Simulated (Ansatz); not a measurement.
An Ansatz (a first-principles code) run: TiO2 with a change (pressure 0.7 GPa); plane-wave PAW DFT at the PBEsol level (Ansatz, 420 eV), without spin-orbit coupling.

Input:

Ansatz 0.2 input:
```yaml
crystal:
  lattice:
    - [4.7772124164, 0, 0.0008192046]
    - [0, 4.8600035412, 0]
    - [-0.8719853343, 0, 4.9219244584]
  atoms:
    - { symbol: Ti, position: [0.2787133611, 0.4451769294, 0.7134537485] }
    - { symbol: Ti, position: [0.7212866389, 0.5548230706, 0.2865462515] }
    - { symbol: Ti, position: [0.7212866389, 0.9451769294, 0.7865462515] }
    - { symbol: Ti, position: [0.2787133611, 0.0548230706, 0.2134537485] }
    - { symbol: O, position: [0.4434991393, 0.7413513644, 0.9699250029] }
    - { symbol: O, position: [0.5565008607, 0.2586486356, 0.0300749971] }
    - { symbol: O, position: [0.5565008607, 0.2413513644, 0.5300749971] }
    - { symbol: O, position: [0.4434991393, 0.7586486356, 0.4699250029] }
    - { symbol: O, position: [0.0654578266, 0.3283845967, 0.3461236949] }
    - { symbol: O, position: [0.9345421734, 0.6716154033, 0.6538763051] }
    - { symbol: O, position: [0.9345421734, 0.8283845967, 0.1538763051] }
    - { symbol: O, position: [0.0654578266, 0.1716154033, 0.8461236949] }
basis: { ecutwfc: 420, ecutrho_ratio: 4, xc_grid: 2, fft_grid_basis: typed }
kpoints: { mp_grid: { grid: [6, 6, 6] } }
hamiltonian:
  xc: pbesol
  dispersion: none
  pseudopotentials: { kind: paw }
scf: { occupations: { method: fermi_dirac, width: 0.05 } }
relax: { f_tol: 0.01, max_steps: 60, cell: { stress_tol: 0.02, p_target: 0.7 } }
output: { forces: true, stress: true }
checkpoint: { write: state.ck, write_every: 1000 }
```

Output (explanatory and most iteration lines left out):

```
Relaxation: its limit of steps is 60 (relax.max_steps)
Pseudopotential: Ti, paw, valence charge 12
Pseudopotential: O, paw, valence charge 6
Crystal: 12 atoms, lattice volume = 114.277 Å³
Basis set: ecut = 420 eV, 2237 PW (Γ), exchange–correlation on 64×72×72 points (8 copies of the dense FFT grid, shifted against one another)
Bands: 60, of which v1, the nominal top of the filled ones, is band 48 counted from 1 (47 counted from 0)
Symmetry: 4 space group operations
Space group: P21/c (ITA 14), of the structure as read, at distance tolerance 4.9e-5 Å
k-points: 80 of 216
Functional: x = pbesol(κ = 0.804, μ = 0.12345679012345678), c = pbesol(β = 0.046)
SCF iter   1: F=—  HF=-14399.278139 eV  |F-HF|=—  |Δ(HF+E_count)|=         —  Δρ=2.49e-2  dr2=6.28e-1  ethr=1.77e-3  ⟨swp⟩=5.5  Hψ=18354  notcnv=0
SCF iter   2: F=—  HF=-14399.188661 eV  |F-HF|=—  |Δ(HF+E_count)|=   8.95e-2  Δρ=1.26e-2  dr2=1.59e-1  ethr=6.54e-4  ⟨swp⟩=2.1  Hψ=8613  notcnv=0  defer=301
SCF 1 converged in 9 iterations: F = -14399.160739 eV  dr2 = 1.79e-8
relax step   1: F+E_penalty+E_count = -14399.16073907 eV  Δ(F+E_penalty+E_count) = +0.000e0 eV  max|allowed force component| = 1.963e-4 eV/Å  Δτ_max = 0.0000 Å  P = +0.299 GPa  Ω = 114.277 Å³  (9 SCF iters, dr2 threshold 1.00e-7 eV, accepted)
[... steps on the carried basis left out ...]
relax step   8: F+E_penalty+E_count = -14399.15994637 eV  Δ(F+E_penalty+E_count) = +8.159e-5 eV  max|allowed force component| = 8.100e-4 eV/Å  Δτ_max = 0.0000 Å  P = +0.698 GPa  Ω = 114.046 Å³  stress off target by 8.72e-3 GPa  SCF on the basis re-selected at this cell (its energy is not comparable with the rows above)  (5 SCF iters)
SCF converged after 5 iterations
Free energy (F): -14399.159946 eV
Internal energy: -14399.159946 eV  (E = F + TS)
E sigma→0 (E₀):  -14399.159946 eV
Fermi energy:    11.612897 eV
--- Forces (eV/Å), atoms counted from 1 ---
  atom   1  Ti     0.00004954     0.00056425     0.00072372
  atom   2  Ti    -0.00004954    -0.00056425    -0.00072372
  atom   3  Ti    -0.00004954     0.00056425    -0.00072372
  atom   4  Ti     0.00004954    -0.00056425     0.00072372
  atom   5  O      0.00045153    -0.00074846    -0.00028187
  atom   6  O     -0.00045153     0.00074846     0.00028187
  atom   7  O     -0.00045153    -0.00074846     0.00028187
  atom   8  O      0.00045153     0.00074846    -0.00028187
  atom   9  O     -0.00023995     0.00080998    -0.00034638
  atom  10  O      0.00023995    -0.00080998     0.00034638
  atom  11  O      0.00023995     0.00080998     0.00034638
  atom  12  O     -0.00023995    -0.00080998    -0.00034638
--- Stress (GPa, compression-positive) ---
        0.698074       0.000000      -0.004564
        0.000000       0.701073      -0.000000
       -0.004564      -0.000000       0.694346
  P = ⅓ Tr σ = 0.6978 GPa (6.978 kbar)
--- Relaxed structure (6 steps of the walk, 6 accepted, 2 SCFs on fresh bases) ---
  cell:  # Å, volume = 114.0458 Å³
    - [4.773395702746276, -7.709886380786064e-23, 0.0017280504200319102]
    - [-2.8910866009883426e-34, 4.857943613602972, -4.573958094562921e-19]
    - [-0.8703515865734159, -4.632234529559051e-19, 4.917809341244343]
  atoms:
    - { symbol: Ti, position: [0.2788326721478007, 0.4453215219989891, 0.7133135877372203] }
    - { symbol: Ti, position: [0.7211673278521993, 0.554678478001011, 0.2866864122627796] }
    - { symbol: Ti, position: [0.7211673278521993, 0.945321521998989, 0.7866864122627796] }
    - { symbol: Ti, position: [0.2788326721478007, 0.05467847800101099, 0.2133135877372205] }
    - { symbol: O, position: [0.4431629305940675, 0.7413287945468138, 0.9704360446990107] }
    - { symbol: O, position: [0.5568370694059327, 0.2586712054531865, 0.029563955300989177] }
    - { symbol: O, position: [0.5568370694059327, 0.24132879454681355, 0.529563955300989] }
    - { symbol: O, position: [0.44316293059406753, 0.7586712054531864, 0.47043604469901085] }
    - { symbol: O, position: [0.06568174471166284, 0.32882690976980916, 0.34564532487056276] }
    - { symbol: O, position: [0.9343182552883371, 0.671173090230191, 0.6543546751294373] }
    - { symbol: O, position: [0.9343182552883372, 0.8288269097698091, 0.1543546751294372] }
    - { symbol: O, position: [0.06568174471166281, 0.17117309023019084, 0.8456453248705628] }
```

Load acts through the strain it causes; cell and atoms are relaxed under it. Whether these cells are dynamically stable was not tested. All final runs are without spin polarisation. The cell was made from TiO2 (space group P2_1/c, No. 14) by this change: pressure 0.7 GPa. This is not the structure that TiO2 has at room temperature and ambient pressure.
